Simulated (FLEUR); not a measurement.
A short convergence ladder for Pd (Fm-3m, 1 atom in the cell)

```
CELL_PARAMETERS angstrom
      0.00000     1.95084     1.95084
      1.95084     0.00000     1.95084
      1.95084     1.95084     0.00000
ATOMIC_POSITIONS crystal
  Pd 0.00000 0.00000 0.00000
```

Base method: PBE, all-electron FLAPW (FLEUR), scalar-relativistic valence run with FLEUR.

Base settings: Kmax = 4.1 1/bohr; GmaxXC = 14.3 1/bohr; xcFunctional = pbe; jspins = 1; l_soc = F; mode = hist; fermiSmearingEnergy = 0.00367493 Htr; mesh (inpgen div1-3) = 5 5 5; inpgen gamma flag = false; Gmax = 14.3 1/bohr.

**The density cutoff**

Moved along: GmaxXC.

The second cell is the first with its lattice scaled by 0.98.

The mesh stays at the base's, so the ladder's end is converged at best in this setting alone.

Only quantities that move along the ladder and can be compared are tabulated.

```csv
Gmax,energy of the compressed cell less the first (meV/atom)
8.2 1/bohr,86.15
9.2 1/bohr,86.01
10 1/bohr,85.94
11.6 1/bohr,85.85
13 1/bohr,85.80
14.2 1/bohr,85.78
14.3 1/bohr,85.78
16.4 1/bohr,85.77
```

Coarsest Gmax that holds the energy of the compressed cell less the first within 0.2 meV/atom of the last step, with all finer ones: 10 1/bohr; the step before is off by 0.24 meV/atom.

On the base run: the starting cell has typed, rounded lattice constants, without a prior relaxation at this level. Its lattice was rescaled by up to half a per cent. Spin polarisation is off. Values depend on the basis (sphere radii, cutoffs, local orbitals), which need not be converged.
